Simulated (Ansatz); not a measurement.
Consider Ge in the diamond structure (space group Fd-3m, No. 227; a = 5.6222 Å). Axes: x, y, z lie along the cube axes.

Computed with DFT with LDA, PAW potentials and a 420 eV plane-wave cutoff in Ansatz (a program for electronic structure), no SOC.

For the base:

| Quantity | Value |
|---|---|
| Pressure | 0.0 GPa |
| Volume per atom | 22.21 Å³ |
| Band gap | zero |

The change: biaxial strain +2.08 %, plane normal [111], relaxed out of plane (Cartesian); in-plane vectors clamped, the third vector and the atoms free.

Question: Estimate the effect on the energy relative to the base.

Answer: The energy goes up by 9.6 meV/atom.

Question: What does the calculation give for the pressure after the change?

Answer: The pressure (mean of the normal stresses, compression positive) goes from zero to -2.1 GPa.

Question: What happens to the volume per atom?

Answer: The volume per atom increases by 0.74 Å³ (22.21 Å³ → 22.95 Å³).

Question: What happens to the band gap?

Answer: The band gap remains zero.

Stability against distortions was not tested. The zero or small gap of Ge can change with the level of theory.
